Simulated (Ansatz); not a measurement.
What biaxial strain +2.00 %, plane normal [001], relaxed out of plane does to TiC

Take TiC in the rock salt structure (space group Fm-3m, No. 225; a = 4.2934 Å; relaxed with 0.1 eV smearing) as the base. Axes: x, y, z lie along the cube axes.

Perturbation: tensile biaxial strain of 2.00 % in the plane normal to [001], as in epitaxy on a mismatched substrate; the out-of-plane cell vector and the atoms relax.

All numbers come from PBEsol in Ansatz (plane waves to 420 eV, PAW, spin-orbit coupling left out). k-mesh 23×23×23 (Γ-centred); smearing 0.1 eV (Fermi–Dirac).

- Volume per atom: 10.20 Å³ (base 9.89 Å³)
- Space group: I4/mmm (No. 139) (base Fm-3m (No. 225))
- Shortest interatomic distance: 2.128 Å (base 2.147 Å)
- Energy relative to the base (free energy F): +14 meV/atom
- Pressure (mean of the normal stresses, compression positive): -7.4 GPa (base 0.0 GPa)
- Band gap: zero (base zero)
- Out-of-plane strain: -0.85 %
- Ratio −ε⊥/ε∥: 0.42
- Mean in-plane stress (compression positive): -11.1 GPa

Whether these cells are dynamically stable was not tested. The final runs are not spin-polarised.

Ansatz is an electronic-structure program.
